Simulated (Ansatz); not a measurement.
Start from HgS (space group P3_221, No. 154; a = 4.140 Å, c = 9.409 Å; made of chains). Axes: x lies along a and z along c of the hexagonal cell.

The change: tensile biaxial strain of 4.78 % in the plane normal to [001], as in epitaxy on a mismatched substrate; the out-of-plane cell vector and the atoms relax.

Levels (all Ansatz, a first-principles code, PAW, earlier PAW set): PBEsol (420 eV, spin-orbit coupling left out); HSE06 (420 eV, no spin-orbit coupling); PBEsol+SOC (420 eV, with spin-orbit coupling).

One geometry, relaxed with PBEsol, under each level:

```csv
level,band gap,lowest conduction level above the VBM at special points,electron mass,pressure
PBEsol,1.58 eV,Γ 1.58 eV; M 2.11 eV; L 2.26 eV,"0.43 mₑ out of plane, 1.5 mₑ in plane (at Γ)",-8.0 kbar
HSE06,(withheld),(withheld),–,–
PBEsol+SOC,1.56 eV,Γ 1.56 eV; M 2.05 eV; L 2.21 eV; A 2.34 eV,"0.44 mₑ out of plane, 1.6 mₑ in plane (at Γ)",-13.5 kbar
```

Problem. Give the withheld HSE06 results.

Solution. 
- HSE06, band gap: 2.53 eV
- HSE06, lowest conduction level above the VBM at special points: Γ 2.53 eV; M 3.19 eV; L 3.35 eV

Single points use the geometry relaxed with PBEsol. HSE06 gaps are upper bounds (no full band path). The spin-orbit shifts are approximate. With Hg present, leaving out spin-orbit coupling can change the band edges. Masses are band curvatures over ±0.01 Å⁻¹ around the edge. Whether these cells are dynamically stable was not tested. No dispersion term is included in the PBEsol runs.
